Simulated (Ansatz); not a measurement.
Functionals compared on the (10-11) surface of hcp Os in its 1x1 cell, outermost plane spacing 0.35 Å in the ideal cut, in Ansatz (plane waves, PAW). The structure was relaxed with PBE; the other rows are single points on it, each with its references at the same level. Cutoff 420 eV (500 eV for r2SCAN).

Model: 12-atom slab, 10.8 Å thick at the start, 14x8x1 mesh, Fermi-Dirac 0.1 eV, dipole correction, all atoms relaxed; held to the part of the start's symmetry that mesh and held atoms allow; no spin, no spin-orbit, no U. These notes are the PBE run's.

```
functional  surface energy (J/m²)  work function of the top face (eV)           rough cost of the single point
----------  ---------------------  ----------------------------------  ---------------------------------------
PBE                          3.47                                5.24                                        –
LDA                          4.03                                5.57  about 2.8 core-minutes (a rough figure)
PBEsol                       3.90                                5.36  about 2.7 core-minutes (a rough figure)
RPBE                         3.25                                5.09            very roughly 2.5 core-minutes
r2SCAN                       3.74                                5.29            around 5 core-minutes (rough)
```

Ansatz is a quantum-chemistry and plane-wave program.
